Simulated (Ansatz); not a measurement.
The starting structures come from a database of crystals and need not be the phases stable at ambient conditions.

Here is the system:

```xyz
14
Lattice="5.9948 0.0000 0.0000 -2.9974 5.1916 0.0000 2.9974 1.7305 4.8947" Properties=species:S:1:pos:R:3 pbc="T T T"
Ge     5.9948     3.4611     4.2829
Ge     1.4987     2.5958     1.8355
Ge     4.4961     2.5958     1.8355
Ge     0.0000     5.1916     1.8355
Ge     0.0000     0.0000     0.0000
Ge     2.9974     5.1916     3.6710
N      5.9948     1.8435     3.0193
N      2.9974     1.7305     2.9394
N      4.5939     4.2699     3.0193
N      1.5965     0.9218     0.6518
N      1.4009     4.2699     3.0193
N      4.3982     0.9218     0.6518
N      0.0000     3.4611     0.7317
N      2.9974     3.3481     0.6518
```

Space group of this cell: Fd-3m. The cell is strained (all lengths scaled by 1.02); by PBEsol its mean pressure is -17.1 GPa.

Transport runs along the normal of the first two printed cell vectors, the (111) plane of the conventional cell.

The gap is the functional's own. No spin-orbit coupling. Mid-gap values are interpolated on the energy grid.

**Question.** State the band gap and the smallest decay constant κ at mid-gap according to PBEsol in Ansatz (an electronic-structure program).

**Answer.** Gap 1.16 eV on a 8×8×8 mesh; κ = 0.108 1/Å, at the zone centre.
